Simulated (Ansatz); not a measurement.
Consider the following.

```xyz
2
Lattice="0.0000 3.1481 3.1481 3.1481 0.0000 3.1481 3.1481 3.1481 0.0000" Properties=species:S:1:pos:R:3 pbc="T T T"
Te     4.7221     4.7221     4.7221
Cd     0.0000     0.0000     0.0000
```

No spin polarisation.

Method: Ansatz (a program for electronic structure), PBE, PAW, cutoff 420 eV, no SOC. Settings: 9×9×9 k-points, 0.05 eV Fermi–Dirac smearing.

Problem. What band gap does the calculation give?

Solution. 1.04 eV.

Problem. What is the computed width of the top valence band?

Solution. 2.58 eV.

Spin-orbit coupling, missing from the scalar runs, can matter with Te. Load acts through the strain it causes; cell and atoms are relaxed under it. Whether these cells are dynamically stable was not tested. Measured, CdTe leaves this structure (for cinnabar) near 3.53 GPa (temperature not stated; as listed in Datta, Sujoy, Jana, Debnarayan, arXiv (2020)), on rising pressure, with hysteresis. The cell was made from CdTe in the zinc blende structure (space group F-43m, No. 216) by this change: pressure 7.5 GPa.
